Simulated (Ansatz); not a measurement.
Data:

```xyz
5
Lattice="4.2878 0.0000 0.0000 -2.1439 3.7134 0.0000 0.0000 0.0000 8.2707" Properties=species:S:1:pos:R:3 pbc="T T T"
Ba     0.0000     0.0000     0.0000
Cd     2.1439     1.2378     3.0631
Cd     0.0000     2.4756     5.2076
P      2.1439     1.2378     6.0345
P      0.0000     2.4756     2.2363
```

No spin polarisation.

A single point on BaCd2P2 with a change (uniaxial stress, 8 GPa tension along z), its geometry relaxed with PBEsol.

Calculations: DFT with r2SCAN, PAW potentials and a 500 eV plane-wave cutoff in Ansatz (a first-principles code), no SOC. k-mesh 9×9×5 (Γ-centred); smearing 0.05 eV (Fermi–Dirac).

### Question
Predict the gap character, band gap and pressure.

### Answer
* **Gap character**: direct at Γ
* **Band gap**: 0.61 eV
* **Pressure**: -6.5 kbar

Single points use the geometry relaxed with PBEsol. Load acts through the strain it causes; cell and atoms are relaxed under it. Stability under load was not tested beyond the relaxation. The cell was made from BaCd₂P₂ (space group P-3m1, No. 164; a cell from a computed database, its experimental status unchecked) by this change: uniaxial stress, 8 GPa tension along z.
